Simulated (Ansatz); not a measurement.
The reference is Ti in the hcp (Mg type) structure (space group P6_3/mmc, No. 194; relaxed with 0.1 eV smearing).

```
Ti
1.0
    2.86439     0.00000     0.00000
   -1.43219     2.48063     0.00000
    0.00000     0.00000     4.53728
Ti
2
Cartesian
  1.43219   0.82688   3.40296
  0.00000   1.65375   1.13432
```

Cartesian axes are those of the cell as printed.

Level of theory: Ansatz (an electronic-structure program), LDA, PAW, cutoff 420 eV, no SOC.

For the base:

| Item | Result |
|---|---|
| Shortest interatomic distance | 5.305 bohr |
| Pressure | 0.0 GPa |
| Band gap | zero |

It is then changed as follows: uniaxial strain ε_zz = +3.00 %, all other strain components held at zero; the atoms relax in the strained cell.

### Question
Estimate the effect on the energy relative to the base, shortest interatomic distance, pressure and band gap.

### Answer
The energy goes up by 8.7 meV/atom; the shortest interatomic distance increases by 0.1045 bohr (5.305 bohr → 5.410 bohr); the pressure (mean of the normal stresses, compression positive) goes from zero to -3.6 GPa; the band gap remains zero.

Stability against distortions was not tested. All final runs are without spin polarisation.
